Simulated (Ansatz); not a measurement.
# Response to strain in CdTe

Base system: CdTe in the zinc blende structure (space group F-43m, No. 216; a = 6.558 Å). Axes: x, y, z lie along the cube axes.

Strains are applied to the cell and any free atomic positions relax; under biaxial strain the out-of-plane vector relaxes too.

Method: r2SCAN, PAW, 500 eV (Ansatz, a program for electronic structure; no spin-orbit coupling).

| biaxial strain, plane normal [111], relaxed out of plane (%) | out-of-plane strain (%) |
|---|---|
| 0 | 0.00 |
| 0.42 | -0.34 |
| 0.83 | -0.67 |
| 1.25 | ? |
| 1.67 | -1.33 |
| 2.08 | -1.65 |

Task: Fit ε⊥ = −νε + γε² (strains in %) to the rows shown and predict the withheld row.

Result: Least squares on the printed values gives ν = 0.81 (the biaxial Poisson response) and γ = 0.010 (largest residual 0.00 %); this predicts -1.00 %, and the run gives -1.00 %, in agreement.

Stability against distortions was not tested.
